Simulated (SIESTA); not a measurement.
Band structure of Ge (Fd-3m, 2 atoms in the cell).

```
Ge
1.0
    0.00000     2.82012     2.82012
    2.82012     0.00000     2.82012
    2.82012     2.82012     0.00000
Ge
2
Direct
  0.50000   0.50000   0.50000
  0.75000   0.75000   0.75000
```

Method of the run: GGA PBE, numerical atomic orbitals DZP, PseudoDojo PBE standard norm-conserving potentials (rewritten from UPF to PSML) (SIESTA 5.4.2).

Settings: XC.functional = GGA; XC.authors = PBE; potentials = PseudoDojo PBE standard; PAO.BasisSize = DZP; PAO.EnergyShift = 0.01 Ry; MeshCutoff = 400 Ry; kgrid.MonkhorstPack = 8 8 8; OccupationFunction = FD; ElectronicTemperature = 100 meV; MaxSCFIterations = 150; SCF.Mixer.Method = Broyden; SCF.Mixer.Weight = 0.2; SCF.Mixer.History = 6; SCF.DM.Tolerance = 1.0E-04.

The starting cell comes from a database of computed structures (which also holds hypothetical and non-ambient phases and stackings), without a prior relaxation at this level. Its lattice was rescaled by a random factor within 2.5 % of one. Values carry the incompleteness of an atom-centred basis.

Levels in eV from the Fermi level, bands 11 to 16:
```tsv
point	11	12	13	14	15	16
Γ	-13.00	-0.05	-0.05	-0.05	-0.04	2.50
X	-9.15	-9.15	-3.37	-3.37	0.86	0.86
W	-9.04	-9.04	-4.19	-4.19	4.42	4.42
K	-9.62	-8.56	-4.63	-2.90	1.25	4.30
L	-10.96	-7.91	-1.61	-1.61	0.20	3.95
U	-9.62	-8.56	-4.63	-2.90	1.25	4.30
```

Bands cross the Fermi level along this path, so the cell is metallic at this level.

Higher empty bands are left out: an atom-centred basis made for the valence describes them poorly.
